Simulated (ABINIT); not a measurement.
Worked example: self-consistent single point of Al₃GaN₄ (P-43m, 8 atoms in the cell) in ABINIT.

Level of theory: PBEsol, norm-conserving pseudopotentials (PseudoDojo nc-sr-04 PBEsol standard) (plane waves; ABINIT).

```
CELL_PARAMETERS angstrom
      4.40144     0.00000     0.00000
      0.00000     4.40144     0.00000
      0.00000     0.00000     4.40144
ATOMIC_POSITIONS crystal
  Al 0.50000 0.50000 0.00000
  Al 0.00000 0.50000 0.50000
  Al 0.50000 0.00000 0.50000
  Ga 0.00000 0.00000 0.00000
  N  0.74416 0.74416 0.25584
  N  0.74416 0.25584 0.74416
  N  0.25584 0.25584 0.25584
  N  0.25584 0.74416 0.74416
```

Reference input (self-consistent single point, DFT, LDA (PW92), plane waves, norm-conserving pseudopotentials (PseudoDojo nc-sr-04 LDA standard)): pseudos = [Al.upf, Ga.upf, N.upf]; ecut = 42 Ha; occopt = 3; tsmear = 0.00073499 Ha; ngkpt = 6 6 6; nshiftk = 1; shiftk = 0 0 0; potentials = PseudoDojo nc-sr-04 LDA standard; nband = 28; kptopt = 1; nstep = 60; tolvrs = 1e-11. This run's input differs from it in these lines:

```diff
@@ -1,2 +1,2 @@
-# Al3GaN4, PseudoDojo nc-sr-04 LDA standard
+# Al3GaN4, PseudoDojo nc-sr-04 PBEsol standard
 pp_dirpath "./"
```

Its files differ too (potentials: PseudoDojo nc-sr-04 LDA standard → PseudoDojo nc-sr-04 PBEsol standard).

Output, abridged:

```
--- !BeginCycle
solver: {iscf: 7, nstep: 60, nline: 4, wfoptalg: 0, }
tolerances: {tolvrs: 1.00E-11, }
...

     iter   Etot(hartree)      deltaE(h)  residm     vres2
 ETOT  1  -120.51208217106    -1.205E+02 5.547E-01 1.010E+04
 ETOT  2  -122.83903244099    -2.327E+00 1.662E-01 1.293E+04
 ETOT  3  -124.83061965467    -1.992E+00 5.268E-02 1.378E+03
 ETOT  4  -124.86540372647    -3.478E-02 2.434E-02 1.205E+03
 ETOT  5  -124.86247909086     2.925E-03 2.075E-03 1.221E+03
   [... 8 lines left out ...]
 ETOT 14  -125.01973394469    -4.230E-10 6.225E-04 1.120E-07
 ETOT 15  -125.01973394472    -2.260E-11 5.638E-04 7.130E-09
 ETOT 16  -125.01973394472     8.669E-13 3.360E-04 5.970E-11
 ETOT 17  -125.01973394471     1.084E-11 6.949E-04 3.857E-12
 At SCF step   17       vres2   =  3.86E-12 < tolvrs=  1.00E-11 =>converged.

 Cartesian components of stress tensor (hartree/bohr^3)
  sigma(1 1)= -2.58554359E-05  sigma(3 2)=  0.00000000E+00
  sigma(2 2)= -2.58554359E-05  sigma(3 1)=  0.00000000E+00
  sigma(3 3)= -2.58554359E-05  sigma(2 1)=  0.00000000E+00

 ----iterations are completed or convergence reached----

 reduced coordinates (array xred) for    8 atoms
       0.500000000000      0.500000000000      0.000000000000
       0.000000000000      0.500000000000      0.500000000000
       0.500000000000      0.000000000000      0.500000000000
       0.000000000000      0.000000000000      0.000000000000
       0.744160000000      0.744160000000      0.255840000000
       0.744160000000      0.255840000000      0.744160000000
   [... lines left out ...]
 Fermi (or HOMO) energy (hartree) =   0.25553   Average Vxc (hartree)=  -0.41166
 Fermi (or HOMO) energy (eV) =   6.95342   Average Vxc (eV)= -11.20195
   [... lines left out ...]
total_energy        : -1.25019733944705E+02
total_energy_eV     : -3.40195997044444E+03
band_energy         : -2.28336308920859E+00
...

-Cartesian components of stress tensor (GPa)         [Pressure=  7.6069E-01 GPa]
- sigma(1 1)= -7.60693059E-01  sigma(3 2)=  0.00000000E+00
- sigma(2 2)= -7.60693059E-01  sigma(3 1)=  0.00000000E+00
- sigma(3 3)= -7.60693059E-01  sigma(2 1)=  0.00000000E+00

 Calculation completed.
```

The run converged in 17 iterations. Against the reference run the pressure goes from -5.22 to 0.76 GPa, the largest force goes from 0.109 to 0.095 eV/Å and the gap on the mesh goes from 3.393 to 3.332 eV.

The starting cell comes from a database of computed structures (which also holds hypothetical and non-ambient phases and stackings), without a prior relaxation at this level.

Cost on one core of a shared machine: roughly 3 min.
